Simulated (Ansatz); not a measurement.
Consider HfN in the rock salt structure (space group Fm-3m, No. 225; relaxed with 0.1 eV smearing).

```xyz
2
Lattice="0.0000 2.2509 2.2509 2.2509 0.0000 2.2509 2.2509 2.2509 0.0000" Properties=species:S:1:pos:R:3 pbc="T T T"
Hf     0.0000     0.0000     0.0000
N      2.2509     2.2509     2.2509
```

Cartesian axes are those of the cell as printed.

Computed with PBEsol (Ansatz, a first-principles code), no spin-orbit coupling.

Perturbation: tensor shear ε_xy = +1.43 % (engineering shear γ = 0.0286); the atoms relax in the strained cell.

Estimate the effect on the stress.

The stress (xx, yy, zz, yz, xz, xy; compression positive) is (0.1, 0.1, 0.0, 0.0, 0.0, -3.6) GPa.

No phonon test of stability was made. The final runs are not spin-polarised. An odd electron count without spin: HfN.
